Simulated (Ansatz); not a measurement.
Take CdS in the zinc blende structure (space group F-43m, No. 216; a = 5.8242 Å) as the base. Axes: x, y, z lie along the cube axes.

Method: Kohn–Sham DFT with the PBEsol functional, run in Ansatz (a quantum-chemistry and plane-wave program) with PAW and 420 eV plane waves, no SOC.

For the base:

| Item | Result |
|---|---|
| Pressure | 0.00 GPa |

Perturbation: compressive biaxial strain of 1.00 % in the plane normal to [001], as in epitaxy on a mismatched substrate; the out-of-plane cell vector and the atoms relax.

Q: How does this affect the out-of-plane strain?

A: The out-of-plane strain amounts to +1.46 %.

Q: What does the calculation give for the pressure after the change?

A: The pressure (mean of the normal stresses, compression positive) goes from zero to 0.33 GPa.

Stability against distortions was not tested.
